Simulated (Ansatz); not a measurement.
The starting structures come from a database of crystals and need not be the phases stable at ambient conditions.

 Where the default PAW files enter, the runs use the earlier of Ansatz's two default sets.

The decay constant κ of evanescent states in the gap governs leakage through a thin film.

Here is the system:

```yaml
crystal:
  lattice:
    - [5.76967, 0.00000, 0.00000]
    - [0.00000, 5.76967, 0.00000]
    - [2.88483, -2.88483, 4.18429]
  atoms:
    - { symbol: Sr, position: [0.25000, 0.25000, 0.50000] }
    - { symbol: Sr, position: [0.75000, 0.75000, 0.50000] }
    - { symbol: Zr, position: [0.00000, 0.00000, 0.00000] }
    - { symbol: Zr, position: [0.50000, 0.50000, 0.00000] }
    - { symbol: O, position: [0.80823, 0.69177, 0.00000] }
    - { symbol: O, position: [0.19177, 0.30823, 0.00000] }
    - { symbol: O, position: [0.30823, 0.80823, 0.00000] }
    - { symbol: O, position: [0.69177, 0.19177, 0.00000] }
    - { symbol: O, position: [0.75000, 0.25000, 0.50000] }
    - { symbol: O, position: [0.25000, 0.75000, 0.50000] }
```

Space group of this cell: I4/mcm. The cell is taken as given; by PBEsol its mean pressure is -2.5 GPa.

Transport runs along the normal of the first two printed cell vectors, the (001) plane of the conventional cell.

The gap is the functional's own, uncorrected, and κ follows it; spin-orbit coupling is left out. Mid-gap values are interpolated between the computed energies.

Question: State the band gap and the smallest decay constant κ at mid-gap according to PBEsol in Ansatz (an electronic-structure program).

Answer: Gap 3.65 eV on a 8×8×8 mesh; κ = 0.281 1/Å, at the zone centre.
